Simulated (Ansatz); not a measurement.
Results of HSE06 (Ansatz, a quantum-chemistry and plane-wave program, PAW) for L1₀ (CuAu-type) FePt.

Numerical settings: plane-wave cutoff 460 eV, 10×10×8 k mesh (along the axes of the cell as run), Fermi–Dirac smearing 0.05 eV, spin-polarised with parallel moments, scalar-relativistic PAW data made under PBE.

Cell (measured lattice):

```cif
data_FePt
_chemical_formula_sum 'Fe1 Pt1'
_space_group_name_H-M_alt 'P 1'
_space_group_IT_number 1
_cell_length_a 2.72680
_cell_length_b 2.72680
_cell_length_c 3.72610
_cell_angle_alpha 90.000
_cell_angle_beta 90.000
_cell_angle_gamma 90.000
loop_
_space_group_symop_operation_xyz
  'x, y, z'
loop_
_atom_site_label
_atom_site_type_symbol
_atom_site_fract_x
_atom_site_fract_y
_atom_site_fract_z
_atom_site_occupancy
Fe1 Fe 0.00000 0.00000 0.00000 1
Pt1 Pt 0.50000 0.50000 0.50000 1
```
Starting moments (μB, in the order of the record's atoms Fe Pt): 3.0 0.0.

Problem. Predict the magnetic moment (largest site, within a sphere).

Solution. 
magnetic moment (largest site, within a sphere): 3.49 μB

Note: the run warned that the count of filled bands differs between k points; cell and atoms aren't relaxed at this level (pressure 4.8 GPa).

Moments are spin moments.

Spin–orbit coupling is not included.

The computed numbers hold no vibrational or temperature effects.
